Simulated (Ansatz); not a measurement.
Consider Re in the diamond structure (space group Fd-3m, No. 227; a hypothetical phase, not in the database extracts checked).

```xyz
2
Lattice="0.0000 2.7969 2.7969 2.7969 0.0000 2.7969 2.7969 2.7969 0.0000" Properties=species:S:1:pos:R:3 pbc="T T T"
Re     1.3984     1.3984     1.3984
Re     0.0000     0.0000     0.0000
```

Levels (all Ansatz, a program for electronic structure, PAW): PBEsol (420 eV, no spin-orbit coupling); PBEsol+SOC (420 eV, noncollinear with spin-orbit coupling).

The geometry is relaxed with PBEsol.

- PBEsol pressure = 0.0 GPa

### Question
How does going to PBEsol+SOC change the pressure?

### Answer
The pressure goes from zero to 0.6 GPa.

Single points use the geometry relaxed with PBEsol. The spin-orbit shifts are approximate. Whether these cells are dynamically stable was not tested. The runs without spin-orbit coupling are not spin-polarised.
